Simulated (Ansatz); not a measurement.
Here is the system:

```xyz
3
Lattice="3.6765 0.0000 0.0000 -1.8382 3.1839 0.0000 0.0000 0.0000 5.4893" Properties=species:S:1:pos:R:3 pbc="T T T"
Sn     0.0000     0.0000     0.0000
S      0.0000     2.1226     1.4552
S      1.8382     1.0613     4.0341
```

Method: PBEsol+D3BJ with spin-orbit coupling, rigid bands (plane waves, PAW; Ansatz, a program for electronic structure). Condition of this run: biaxial stress xx = yy = -2 GPa (compression positive) (the target of the relaxation). How the cell was made: cell and atoms relaxed with PBEsol+d3bj, then loaded as said.

Problem. What conductivity effective mass do dilute electrons have at 300 K?

Solution. 0.35 (x), 0.35 (y), 0.31 (z) mₑ.

Problem. What conductivity effective mass do dilute holes have at 300 K?

Solution. 2.6 (x), 2.6 (y), 0.22 (z) mₑ.

Problem. And the band gap?

Solution. 0.80 eV at this level; semilocal functionals usually fall short of the measured gap.

Rigid bands, one relaxation time for all states, no polarons. Geometry: cell and atoms relaxed with PBEsol+D3(BJ).

PBEsol with a dispersion correction tends to overbind, so the cell can be several per cent short, in bad cases over ten, which usually narrows a gap: SnS2 under load (space group P-3m1).
